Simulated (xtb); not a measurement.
xtb 6.7.1, GFN2-xTB: C[SiH](C)[S][GeH3], 15 atoms. The geometry is a generated start, not checked to be a minimum at this level.

```yaml
method: GFN2-xTB
"--acc": 1 (default)
"--etemp (K)": 300 (default)
detailed input (--input): "none: ANC optimiser, Lindh (1995) Hessian, microcycle=20, maxdispl=1.0, hlow=0.01 (default)"
basis_functions: 48
valence_electrons: 32
```

```xyz
15

Si    -0.5740    -0.3097     0.3383
C     -0.5312     1.5890     0.2970
C     -2.2774    -0.9853    -0.1381
S      0.7827    -1.1030    -1.1748
Ge     2.6922    -0.3617    -0.4048
H     -0.1106    -0.8212     1.6338
H     -1.2009     2.0085     1.0427
H     -0.8415     1.9680    -0.6760
H      0.4694     1.9700     0.4928
H     -2.2929    -2.0696    -0.1103
H     -3.0400    -0.6229     0.5425
H     -2.5512    -0.6834    -1.1460
H      2.8235     1.1324    -0.5367
H      2.8757    -0.7029     1.0497
H      3.7763    -1.0082    -1.2101
```

The structure is relaxed from this start with --opt LEVEL for the levels crude, sloppy, loose, lax, normal, tight, vtight, extreme, once each. Up to the end of the extreme run atoms move by at most 0.53 Å along an axis.

Question: Which level is enough to come within 1 meV of the tightest end point?

Answer: normal: 16 cycles against 32, ending 0.65 meV above.

```json
[
 {"level": "crude", "cycles": "1", "energy above the extreme run (meV)": "7.3", "gradient norm (eV/Å)": "0.13"},
 {"level": "sloppy", "cycles": "1", "energy above the extreme run (meV)": "7.3", "gradient norm (eV/Å)": "0.13"},
 {"level": "loose", "cycles": "1", "energy above the extreme run (meV)": "7.3", "gradient norm (eV/Å)": "0.13"},
 {"level": "lax", "cycles": "1", "energy above the extreme run (meV)": "7.3", "gradient norm (eV/Å)": "0.13"},
 {"level": "normal", "cycles": "16", "energy above the extreme run (meV)": "0.65", "gradient norm (eV/Å)": "0.036"},
 {"level": "tight", "cycles": "23", "energy above the extreme run (meV)": "0.075", "gradient norm (eV/Å)": "0.025"},
 {"level": "vtight", "cycles": "31", "energy above the extreme run (meV)": "under 0.01", "gradient norm (eV/Å)": "0.0019"},
 {"level": "extreme", "cycles": "32", "energy above the extreme run (meV)": "—", "gradient norm (eV/Å)": "0.0019"}
]
```
